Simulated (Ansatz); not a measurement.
Ansatz (an electronic-structure program) run on Bi (R-3m, 2 atoms in the cell): self-consistent single point.

Computed with PBEsol, default PAW files made with PBE (plane waves; Ansatz).

```
CELL_PARAMETERS angstrom
      4.16582    -2.27500     0.00000
      4.16582     2.27500     0.00000
      2.92342     0.00000     3.73943
ATOMIC_POSITIONS crystal
  Bi 0.23400 0.23400 0.23400
  Bi 0.76600 0.76600 0.76600
```

Reference input (self-consistent single point, DFT, PBE, plane waves, default PAW files): kpoints.mp_grid.grid = 6 6 6; hamiltonian.xc = pbe; hamiltonian.pseudopotentials = {kind: paw} (the program's default PAW files); scf.occupations.method = fermi_dirac; scf.occupations.width = 0.1 eV. This run's input differs from it in these lines:

Ansatz 0.2 input:
```diff
@@ -12,3 +12,3 @@
 hamiltonian:
-  xc: pbe
+  xc: pbesol
   pseudopotentials:
```

Output, abridged:

```
SCF iter   1: F=—  HF=-24484.025709 eV  |F-HF|=—  |Δ(HF+E_count)|=         —  Δρ=1.53e-3  dr2=2.06e-3  ethr=1.77e-3  ⟨swp⟩=6.1  Hψ=2965  notcnv=0
all-band conjugate gradients solve this SCF's bands
preconditioner: auto → none
SCF iter   2: F=—  HF=-24484.024304 eV  |F-HF|=—  |Δ(HF+E_count)|=   1.41e-3  Δρ=5.40e-4  dr2=2.29e-4  ethr=6.85e-6  ⟨swp⟩=2.4  Hψ=1365  notcnv=0
SCF iter   3: F=—  HF=-24484.024331 eV  |F-HF|=—  |Δ(HF+E_count)|=   2.66e-5  Δρ=1.65e-4  dr2=2.10e-5  ethr=7.64e-7  ⟨swp⟩=2.0  Hψ=1076  notcnv=0
SCF iter   4: F=—  HF=-24484.024350 eV  |F-HF|=—  |Δ(HF+E_count)|=   1.89e-5  Δρ=6.12e-5  dr2=2.22e-6  ethr=6.99e-8  ⟨swp⟩=2.0  Hψ=1091  notcnv=0
SCF iter   5: F=—  HF=-24484.024351 eV  |F-HF|=—  |Δ(HF+E_count)|=   1.01e-6  Δρ=1.93e-5  dr2=2.22e-7  ethr=7.39e-9  ⟨swp⟩=2.4  Hψ=1111  notcnv=0
SCF iter   6: F=-24484.024351 eV  HF=-24484.024351 eV  |F-HF|=1.74e-9  |Δ(HF+E_count)|=   8.22e-8  Δρ=3.23e-6  dr2=5.25e-9  ethr=3.33e-10  ⟨swp⟩=6.3  Hψ=3005  notcnv=0
SCF 1 converged in 6 iterations: F = -24484.024351 eV  dr2 = 5.25e-9
Free energy (F): -24484.024351 eV
Internal energy: -24484.014359 eV  (E = F + TS)
E sigma→0 (E₀):  -24484.019355 eV
Entropy (-TS):   -0.009992 eV (-4.996 meV/atom)
Fermi energy:    9.452049 eV
--- Forces (eV/Å), atoms counted from 1 ---
  atom   1  Bi     0.00339188    -0.00000000     0.00112693
  atom   2  Bi    -0.00339188     0.00000000    -0.00112693
--- Stress (GPa, compression-positive) ---
       -0.693155       0.000000       0.047731
        0.000000      -0.836816       0.000000
        0.047731       0.000000      -0.820958
  P = ⅓ Tr σ = -0.7836 GPa (-7.836 kbar)
  The stress holds the Pulay correction. Without it, at fixed plane waves, as pw.x and ABINIT print it: P = -0.8084 GPa
```

The run converged in 6 iterations. Against the reference run the pressure goes from 1.62 to -0.78 GPa and the largest force goes from 0.074 to 0.004 eV/Å.

The starting cell has typed, rounded lattice constants, without a prior relaxation at this level. Ansatz's pressure includes its estimate of the finite-basis (Pulay) stress.
